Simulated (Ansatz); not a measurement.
The parent structure is TiO$_{2}$ in the anatase structure (space group I4_1/amd, No. 141).

```
CELL_PARAMETERS angstrom
     -1.88893     1.88893     4.79189
      1.88893    -1.88893     4.79189
      1.88893     1.88893    -4.79189
ATOMIC_POSITIONS crystal
  Ti 0.50000 0.50000 0.00000
  Ti 0.25000 0.75000 0.50000
  O  0.29273 0.29273 0.00000
  O  0.04273 0.54273 0.50000
  O  0.45727 0.95727 0.50000
  O  0.70727 0.70727 0.00000
```

Cartesian axes are those of the cell as printed.

Method: Kohn–Sham DFT with the r2SCAN functional, run in Ansatz (an electronic-structure program) with PAW and 500 eV plane waves, no spin-orbit coupling.

For the base:

```
Property                         Value
-----------------------------  -------
Smallest direct gap            2.87 eV
Width of the top valence band  0.87 eV
```

Now apply this change: uniaxial strain ε_zz = +4.62 %, all other strain components held at zero; the atoms relax in the strained cell.

Predict the new energy relative to the base, stress, smallest direct gap and width of the top valence band.

The energy rises by 15 meV/atom; the stress (xx, yy, zz, yz, xz, xy; compression positive) amounts to (-6.58, -6.58, -9.23, 0.00, 0.00, 0.00) GPa; the smallest direct gap falls by 0.02 eV (2.87 eV → 2.85 eV); the width of the top valence band drops by 0.15 eV, from 0.87 eV to 0.72 eV.

Whether these cells are dynamically stable was not tested. The final runs are not spin-polarised.
